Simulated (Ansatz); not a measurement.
Output of an Ansatz run (abridged):

```
Pseudopotentials: kind: paw
Pseudopotential: Yb, paw, valence charge 24
Crystal: 1 atoms, lattice volume = 41.679 Å³
Basis set: ecut = 420 eV, 869 PW (Γ), exchange–correlation on 54×54×54 points (8 copies of the dense FFT grid, shifted against one another)
Bands: 16, of which v1, the nominal top of the filled ones, is band 12 counted from 1 (11 counted from 0)
Symmetry: 48 space group operations
Space group: Fm-3m (ITA 225), of the structure as read, at distance tolerance 3.5e-5 Å
k-points: 20 of 343
Initial density: superposition of atomic densities (neutral atoms: chi_scale 0, normalization atom), corrected by the library's trained network
Initial wavefunctions: pseudopotential atomic-orbital guess
Eigensolver: davidson
Functional: x = pbe(κ = 0.804, μ = 0.2195149727645171), c = pbe(β = 0.06672455060314922)
SCF iter   1: F=—  HF=-13795.025451 eV  |F-HF|=—  |Δ(HF+E_count)|=         —  Δρ=1.68e-3  dr2=9.73e-4  ethr=1.77e-3  ⟨swp⟩=5.2  Hψ=1556  notcnv=0
all-band conjugate gradients solve this SCF's bands
preconditioner: auto → Kerker (q_TF=auto, 2.489 Å⁻¹)
SCF iter   2: F=—  HF=-13795.016892 eV  |F-HF|=—  |Δ(HF+E_count)|=   8.56e-3  Δρ=9.43e-4  dr2=3.58e-4  ethr=4.06e-6  ⟨swp⟩=3.1  Hψ=855  notcnv=0
SCF iter   3: F=—  HF=-13795.015449 eV  |F-HF|=—  |Δ(HF+E_count)|=   1.44e-3  Δρ=3.32e-4  dr2=3.83e-5  ethr=1.49e-6  ⟨swp⟩=2.1  Hψ=438  notcnv=0
SCF iter   4: F=—  HF=-13795.015014 eV  |F-HF|=—  |Δ(HF+E_count)|=   4.36e-4  Δρ=1.13e-4  dr2=3.16e-6  ethr=1.60e-7  ⟨swp⟩=2.0  Hψ=566  notcnv=0
SCF iter   5: F=—  HF=-13795.015011 eV  |F-HF|=—  |Δ(HF+E_count)|=   2.75e-6  Δρ=4.57e-5  dr2=1.14e-6  ethr=1.32e-8  ⟨swp⟩=2.0  Hψ=558  notcnv=0
SCF iter   6: F=-13795.015011 eV  HF=-13795.015011 eV  |F-HF|=4.77e-8  |Δ(HF+E_count)|=   2.09e-7  Δρ=7.98e-6  dr2=3.91e-8  ethr=4.17e-10  ⟨swp⟩=6.0  Hψ=1837  notcnv=0
SCF 1 converged in 6 iterations: F = -13795.015011 eV  dr2 = 3.91e-8
SCF converged after 6 iterations
Free energy (F): -13795.015011 eV
Harris-Foulkes:  -13795.015011 eV  (|F-HF|=4.77e-8)
Internal energy: -13794.922293 eV  (E = F + TS)
E sigma→0 (E₀):  -13794.968652 eV
Entropy (-TS):   -0.092718 eV (-92.718 meV/atom)
Fermi energy:    8.973011 eV
--- Per-component energies (eV) ---
  E_band       = -44.356682
  E_kinetic    = 350.661136
  E_local      = -6592.802701  (includes V_loc(G=0)·N_el)
  E_nonlocal   = 553.619060
  E_hartree    = 2865.455912
  E_xc         = -161.494815
  E_vxc        = -200.917739  (∫ρ·V_xc dr)
  E_paw        = -7355.643739  (= ΣΔE_a)
  E_vpaw       = 114.157624  (= ΣTr[D̂ρ^β])
  E_aug_tail   = 0.000003  (compensation charges beyond the density's cutoff)
  E_ewald      = -3454.717149
  E_smearing   = -0.092718  (= −TS)
  E_closure    = 0.000000  (closes the sum)
  Σ components = -13795.015011   (vs F -13795.015011, Δ=0.00e0)
--- Forces (eV/Å), atoms counted from 1 ---
  atom   1  Yb     0.00000000     0.00000000     0.00000000
  max |Σ_I F_I| component: 3.42e-30 eV/Å
--- Stress (GPa, compression-positive) ---
       -2.136882       0.000000       0.000000
        0.000000      -2.136882       0.000000
        0.000000       0.000000      -2.136882
  P = ⅓ Tr σ = -2.1369 GPa (-21.369 kbar)
  The stress holds the Pulay correction. Without it, at fixed plane waves, as pw.x and ABINIT print it: P = -2.1827 GPa
--- Band table (eV; the first three rows and the last of 20) ---
  k-point 0: bands = ["-42.8640", "-15.1461", "-15.1461", "-15.1461", "4.1050", "8.3758", "8.4408", "8.4408", "8.4408", "8.5115", "8.5115", "8.5115", "11.6672", "11.6672", "11.6672", "13.4926"]
  k-point 1: bands = ["-42.8625", "-15.1852", "-15.1515", "-15.1515", "4.5079", "8.3813", "8.4353", "8.4490", "8.4490", "8.4945", "8.4945", "8.5120", "11.1466", "11.8372", "11.8372", "13.3131"]
  k-point 2: bands = ["-42.8591", "-15.2714", "-15.1637", "-15.1637", "5.6013", "8.3952", "8.4256", "8.4542", "8.4542", "8.4786", "8.4786", "8.5132", "10.1673", "11.8084", "11.8084", "13.6383"]
  k-point 19: bands = ["-42.8536", "-15.2878", "-15.2754", "-15.2128", "8.3903", "8.4228", "8.4424", "8.4481", "8.4488", "8.4752", "8.4875", "8.9481", "9.2904", "9.7644", "11.8239", "14.2878"]
```

The structure:

```
CELL_PARAMETERS angstrom
      0.00000     2.75187     2.75187
      2.75187     0.00000     2.75187
      2.75187     2.75187     0.00000
ATOMIC_POSITIONS crystal
  Yb 0.00000 0.00000 0.00000
```

Task: Write an input that gives this output.

Result: Other spellings and defaults could give the same log, and not every line can be read from it. The input that was run (DFT, PBE, plane waves, default PAW files):

Ansatz 0.2 input:
```yaml
# Yb
crystal:
  lattice:
    - [0.00000000, 2.75187100, 2.75187100]
    - [2.75187100, 0.00000000, 2.75187100]
    - [2.75187100, 2.75187100, 0.00000000]
  atoms:
    - { symbol: Yb, position: [0.00000000, 0.00000000, 0.00000000] }
basis:
  ecutwfc: 420.0
kpoints:
  mp_grid: { grid: [7, 7, 7] }
hamiltonian:
  xc: pbe
  pseudopotentials: { kind: paw }
scf:
  occupations: { method: fermi_dirac, width: 0.1 }
output:
  forces: true
  eigenvalues: true
  stress: true
```

The starting cell comes from a database of computed structures (which also holds hypothetical and non-ambient phases and stackings), without a prior relaxation at this level. Its lattice was rescaled by a random factor within 2.5 % of one. Spin-orbit coupling is off. Spin polarisation is off. Ansatz's pressure includes its estimate of the finite-basis (Pulay) stress.

Ansatz is a first-principles code.
